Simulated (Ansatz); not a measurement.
System: fluorite PtAl2. Method: HSE06 (Ansatz, a program for electronic structure, plane waves, PAW).

Run with plane-wave cutoff 460 eV, 8×8×8 k mesh, Fermi–Dirac smearing 0.05 eV, scalar-relativistic PAW data made under PBE.

Cell (relaxed at this level):

```cif
data_Al2Pt
_chemical_formula_sum 'Al2 Pt1'
_space_group_name_H-M_alt 'P 1'
_space_group_IT_number 1
_cell_length_a 4.17516
_cell_length_b 4.17516
_cell_length_c 4.17516
_cell_angle_alpha 60.000
_cell_angle_beta 60.000
_cell_angle_gamma 60.000
loop_
_space_group_symop_operation_xyz
  'x, y, z'
loop_
_atom_site_label
_atom_site_type_symbol
_atom_site_fract_x
_atom_site_fract_y
_atom_site_fract_z
_atom_site_occupancy
Al1 Al 0.25000 0.25000 0.25000 1
Al2 Al 0.75000 0.75000 0.75000 1
Pt1 Pt 0.00000 0.00000 0.00000 1
```

Q: Estimate the bulk modulus B0 and pressure derivative B′ of the bulk modulus that the calculation returns.

A: 
- bulk modulus B0 = 140 GPa
- pressure derivative B′ of the bulk modulus = 4.4

Spin–orbit coupling is not included.

Computed values are for the static lattice.
